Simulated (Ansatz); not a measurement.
N on the 1x1 (100) surface of fcc Cu, one in a 2x2 cell, started at the site 'hollow Cu-Cu-Cu-Cu over Cu at depth 1.8 Å'

Computed with r2SCAN, at the PBE geometry and the start's symmetry (plane waves to 500 eV, PAW; Ansatz, an electronic-structure program).

Model: 17-atom slab, 5.3 Å thick at the start under the adsorbate (thin: gaps and levels are the slab's own), 6x6x1 mesh, Fermi-Dirac 0.1 eV, dipole correction, single point; on the structure that PBE left under its start's symmetry; spin-polarised, no spin-orbit, no U, no dispersion correction. The starting moment vanished. The program's check for a lower electronic state was not made. At the end it is bonded to 5 Cu. In PBE it is, or lies within 0.03 eV of, the lowest of the starts that converged; the order may differ at this level.

```
Item                                                                                                                       Value
--------------------------------------------------------------------------------------  ----------------------------------------
adsorption energy against ½ N2(g) at the same level                                                                      0.14 eV
work function of the top face                                                                                            4.99 eV
change of the work function                                                                                              0.45 eV
change of the step from the bottom to the top vacuum level, against the clean slab                                       0.52 eV
height of the binding atom over the mean of the host atoms within 0.3 Å of the top one                                   0.452 Å
magnetic moment of the cell                                                                                              0.00 μB
nearest host atoms of the binding atom                                                  Cu at 1.91 Å, Cu at 1.91 Å, Cu at 1.91 Å
cost                                                                                              around 14 core-minutes (rough)
```

A negative adsorption energy means that the adsorbate is more stable on the surface than in its reference.
